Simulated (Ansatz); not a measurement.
How the lattice constant a of MgO (model structure, started from the PtS type, P4₂/mmc, No. 131, 4 atoms in the cell) moves with the method

No measured value is used here.

| level (code) | value (Å) |
|---|---|
| PBE (Ansatz) | 3.019 |
| PBEsol (Ansatz) | 2.990 |
| PBE-D3(BJ) (Ansatz) | … |

Some entries are withheld; supply them.


- PBE-D3(BJ) (Ansatz, a quantum-chemistry and plane-wave program), value (Å): 2.984

Ansatz's density-functional and Hartree–Fock values are scalar-relativistic unless marked +SOC, with PAW data made under PBE.

A model structure was made by putting elements into a prototype or built by hand; it is no filed structure, need not be a known phase, and can be a saddle point held by its symmetry.
